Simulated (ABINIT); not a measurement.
ABINIT run on Os (P6_3/mmc, 2 atoms in the cell): self-consistent single point.

Level of theory: revPBE, PAW (JTH v2.0 PBE PAW, files made for PBE) (plane waves; ABINIT 10.0.3).

```
Os
1.0
    2.67912     0.00000     0.00000
   -1.33956     2.32019     0.00000
    0.00000     0.00000     4.22075
Os
2
Direct
  0.33333   0.66667   0.25000
  0.66667   0.33333   0.75000
```

Reference input (self-consistent single point, DFT, revPBE, plane waves, PAW (JTH v2.0 PBE PAW, files made for PBE)): pseudos = [Os.GGA_PBE-JTH.xml]; ecut = 40 Ry; pawecutdg = 80 Ry; pawxcdev = 0; ixc = 14; occopt = 6; tsmear = 0.1 eV; ngkpt = 10 10 5; nshiftk = 1; shiftk = 0 0 0; potentials = JTH v2.0 PBE PAW; nband = 13. This run's input differs from it in these lines:

```diff
@@ -15,4 +15,4 @@
          0.6666666667    0.3333333333    0.7500000000
-ecut 40 Ry
-pawecutdg 80 Ry
+ecut 60 Ry
+pawecutdg 120 Ry
 pawovlp -1
```

Output, abridged:

```
--- !BeginCycle
solver: {iscf: 17, nstep: 60, nline: 4, wfoptalg: 10, }
tolerances: {tolvrs: 1.00E-11, }
...

     iter   Etot(hartree)      deltaE(h)  residm     nres2
 ETOT  1  -31.387245101889    -3.139E+01 2.083E-01 2.307E+01
 ETOT  2  -31.431503100555    -4.426E-02 7.840E-03 1.734E+00
 ETOT  3  -31.426974275575     4.529E-03 3.355E-03 7.512E-02
 ETOT  4  -31.427071059518    -9.678E-05 1.450E-03 2.313E-02
 ETOT  5  -31.427159580756    -8.852E-05 1.796E-03 4.516E-04
   [... 2 lines left out ...]
 ETOT  8  -31.427159114193     1.352E-09 2.853E-05 9.362E-08
 ETOT  9  -31.427159114295    -1.021E-10 3.354E-05 4.392E-11
 ETOT 10  -31.427159114296    -1.254E-12 2.005E-05 2.858E-11
 ETOT 11  -31.427159114297    -4.086E-13 1.774E-05 6.463E-13
 At SCF step   11       nres2   =  6.46E-13 < tolvrs=  1.00E-11 =>converged.

 Cartesian components of stress tensor (hartree/bohr^3)
  sigma(1 1)= -1.53505278E-03  sigma(3 2)=  0.00000000E+00
  sigma(2 2)= -1.53505279E-03  sigma(3 1)=  0.00000000E+00
  sigma(3 3)= -1.51321035E-03  sigma(2 1)= -9.44839449E-13

 ----iterations are completed or convergence reached----

 reduced coordinates (array xred) for    2 atoms
       0.333333333333      0.666666666667      0.250000000000
       0.666666666667      0.333333333333      0.750000000000
 cartesian forces (eV/Angstrom) at end:
    1      0.00000000000000    -0.00000000000000    -0.00000000000000
    2     -0.00000000000000     0.00000000000000    -0.00000000000000
 frms,max,avg= 3.6464959E-27 6.3159161E-27   0.000E+00  0.000E+00  0.000E+00 e/A
   [... lines left out ...]
 Fermi (or HOMO) energy (hartree) =   0.40553   Average Vxc (hartree)=  -0.51361
   [... lines left out ...]
'-kT*entropy'       : -3.37916908409215E-05
total_energy        : -3.14271591463673E+01
total_energy_eV     : -8.55176491161110E+02
...

-Cartesian components of stress tensor (GPa)         [Pressure=  4.4949E+01 GPa]
- sigma(1 1)= -4.51628045E+01  sigma(3 2)=  0.00000000E+00
- sigma(2 2)= -4.51628046E+01  sigma(3 1)=  0.00000000E+00
- sigma(3 3)= -4.45201782E+01  sigma(2 1)= -2.77981316E-08

 Calculation completed.
```

The run converged in 11 iterations. Against the reference run the free energy goes down by 1.9 meV/atom and the pressure goes from 44.83 to 44.95 GPa.

The starting cell comes from a database of computed structures (which also holds hypothetical and non-ambient phases and stackings), without a prior relaxation at this level. Its lattice was rescaled by a random factor within 2.5 % of one. Spin polarisation is off. The potentials were made for another functional than the one used.
